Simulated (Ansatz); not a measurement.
# Convergence study of the plane-wave cutoff for Hf2Hg (I4mm, 3 atoms in the cell)

```
CELL_PARAMETERS angstrom
     -1.66004     1.66004     5.78415
      1.66004    -1.66004     5.78415
      1.66004     1.66004    -5.78415
ATOMIC_POSITIONS crystal
  Hf 0.67005 0.67005 0.00000
  Hf 0.33427 0.33427 0.00000
  Hg 0.00000 0.00000 0.00000
```

Level of theory: PBEsol, default PAW files made with PBE (plane waves; Ansatz, an electronic-structure program).

Base settings: basis.ecutwfc = 420 eV; kpoints.mp_grid.grid = 8 8 8; hamiltonian.xc = pbesol; hamiltonian.pseudopotentials = {kind: paw} (the program's default PAW files); scf.occupations.method = fermi_dirac; scf.occupations.width = 0.1 eV.

The second cell is the first with its lattice scaled by 0.98.

The mesh stays at the base's, so the ladder's end is converged at best in this setting alone.

The first pressure column holds Ansatz's estimate of the finite-basis (Pulay) stress, which hides part of the cutoff error; the other is without it.

Only quantities that move along the ladder and can be compared are tabulated.

The count of work is k-points × plane waves × bands × iterations; it is no time. 

The starting cell comes from a database of computed structures (which also holds hypothetical and non-ambient phases and stackings), without a prior relaxation at this level. Its lattice was rescaled by up to half a per cent. One atom was moved a little off its site on purpose.

| basis.ecutwfc | free energy less the last step's (meV/atom) | energy of the compressed cell less the first (meV/atom) | pressure (GPa) | pressure without the Pulay estimate (GPa) | largest difference of a force vector from the last step's (eV/Å) | count of work / last |
|---|---|---|---|---|---|---|
| 145 eV | 50965.50 | -230.71 | -13.24 | -1338.95 | 3.942 | 0.062 |
| 170 eV | 21223.34 | 108.46 | 6.05 | -632.81 | 1.869 | 0.069 |
| 190 eV | 10504.57 | 27.37 | 3.39 | -351.23 | 1.027 | 0.095 |
| 210 eV | 5155.06 | 10.59 | -0.43 | -195.88 | 0.140 | 0.096 |
| 230 eV | 2457.86 | 30.60 | -0.58 | -108.63 | 0.225 | 0.10 |
| 250 eV | 1115.78 | 25.27 | -1.15 | -59.16 | 0.144 | 0.12 |
| 295 eV | 136.64 | 19.92 | -1.22 | -12.00 | 0.010 | 0.14 |
| 335 eV | 13.80 | 20.67 | -1.21 | -2.57 | 0.002 | 0.16 |
| 380 eV | 2.57 | 20.37 | -1.25 | -1.32 | 0.001 | 0.20 |
| 420 eV | 1.64 | 20.31 | -1.25 | -1.30 | 0.000 | 0.26 |
| 460 eV | 0.90 | 20.30 | -1.26 | -1.29 | 0.000 | 0.30 |
| 505 eV | 0.48 | 20.29 | -1.26 | -1.27 | 0.000 | 0.35 |
| 565 eV | 0.31 | 20.28 | -1.26 | -1.26 | 0.000 | 0.42 |
| 630 eV | 0.23 | 20.27 | -1.26 | -1.26 | 0.000 | 0.49 |
| 735 eV | 0.18 | 20.27 | -1.26 | -1.26 | 0.000 | 0.63 |
| 840 eV | 0.10 | 20.26 | -1.26 | -1.26 | 0.000 | 0.76 |
| 1010 eV | 0.00 | 20.24 | -1.26 | -1.27 | 0.000 | 1.0 |

Coarsest basis.ecutwfc that holds the pressure within 0.1 GPa of the last step, with all finer ones: 295 eV, at 0.14 of the last step's count of work; the step before is off by 0.11 GPa.

Coarsest basis.ecutwfc that holds the energy of the compressed cell less the first within 2 meV/atom of the last step, with all finer ones: 295 eV, at 0.14 of the last step's count of work; the step before is off by 5.0 meV/atom.

Coarsest basis.ecutwfc that holds the pressure without the Pulay estimate within 0.2 GPa of the last step, with all finer ones: 380 eV, at 0.20 of the last step's count of work; the step before is off by 1.3 GPa.

The energy difference between the two cells stays within 1 meV/atom of the last step's from 295 eV on, the total only from 460 eV on: much of the error is common to both cells and cancels.

At the lowest cutoff the pressure without the Pulay estimate lies 1340 GPa under the last step's, the usual sign of Pulay stress in an incomplete plane-wave basis.

Keys are those of Ansatz 0.2.
